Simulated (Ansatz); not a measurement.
Levels about the gap of amorphous Zr₂₀O₄₃In₂ (65 atoms in a cell of 811 Å³, 5.62 g/cm³; zone centre alone, so wide bands show as single levels with stretches between that a denser mesh fills), at the geometry that PBE relaxed, where it gives 0.0 GPa on a denser mesh. The participation number counts the atoms over which a state spreads; weights are charges in smoothed Voronoi cells. The levels come from a single point, so bond lengths are those of that geometry. Method of the levels: r2SCAN, scalar-relativistic without spin-orbit coupling (Ansatz, an electronic-structure program). Sampling: the zone centre alone; Fermi-Dirac width 0.02 eV; no spin polarisation. At PBE the levels at the filled edge of the gap are localised (band-tail or defect states).

A CHGNet melt-quench gave the starting glass, which DFT then relaxed. O atoms were pushed apart under 1.9 Å during the dynamics, to hinder bonds among them. The hot cell started wider than the set density and was brought back towards it in steps. It is the lowest in DFT energy of 2 quenches. It is a model cell: composition and starting density were chosen by hand, and all elements were melted together. No dispersion term was used. Its density started from a set value of 5.42 and ended at 5.62 g/cm³. The quench (nominally 380 K/ps over its main leg) was far faster than any real one, so the model tends to hold more defects than a real film. A cell of this size samples the disorder only roughly. Volume and shape were free in the relaxation.

```tsv
E - E(highest filled), eV	filling	participation number	largest on	weight O	weight Zr	weight In
-0.42	filled	20.4	O, 3 neighbours	0.94	0.05	0.01
-0.34	filled	15.5	O, 3 neighbours	0.94	0.05	0.01
-0.30	filled	22.2	O, 3 neighbours	0.95	0.04	0.01
-0.25	filled	20.4	O, 3 neighbours	0.95	0.04	0.01
-0.15	filled	14.5	O, 3 neighbours	0.94	0.05	0.01
-0.04	filled	9.0	O, 3 neighbours	0.95	0.05	0.01
0.00	filled	5.7	O, 3 neighbours	0.95	0.05	0.00
3.82	empty	17.5	Zr, 7 neighbours	0.35	0.64	0.02
4.07	empty	20.2	Zr, 6 neighbours	0.40	0.48	0.12
4.15	empty	17.6	In, 6 neighbours	0.38	0.42	0.19
4.20	empty	24.0	Zr, 7 neighbours	0.34	0.61	0.05
4.34	empty	21.5	Zr, 8 neighbours	0.34	0.62	0.04
4.37	empty	25.7	Zr, 7 neighbours	0.35	0.60	0.05
4.41	empty	27.7	Zr, 7 neighbours	0.34	0.63	0.03
```

Most localised among these is the filled level at +0.00 eV, on a O atom, which has 3 neighbours (Zr 2.05 Å, Zr 2.18 Å, Zr 2.33 Å).
